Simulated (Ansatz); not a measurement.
The reference is W₂C (space group P-3m1, No. 164; a = 3.034 Å, c = 4.658 Å; relaxed with 0.1 eV smearing). Axes: x lies along a and z along c of the hexagonal cell.

All numbers come from plane-wave PAW DFT at the PBE-D3(BJ) level (Ansatz, a program for electronic structure, 420 eV), no spin-orbit coupling.

Perturbation: uniaxial strain ε_zz = −3.85 %, all other strain components held at zero, atoms relaxed at fixed cell.

### Question
Predict the stress tensor and what it implies for the stiffness.

### Answer
Stress of the strained cell less that of the base (GPa, compression positive):
```
   11.4     0.0     0.0
    0.0    11.4     0.0
    0.0     0.0    24.3
```

Then −Δσ_ii/ε with ε = -0.0385 gives secant stiffness values (nonlinear terms included at this strain): C33 ≈ 631 GPa, C13 ≈ 296 GPa and C23 ≈ 296 GPa.

As a check, the harmonic strain energy −½ V₀ Δσ:ε is 36 meV/atom; the computed energy rise is 35 meV/atom.

Stability against distortions was not tested. The final runs are not spin-polarised.
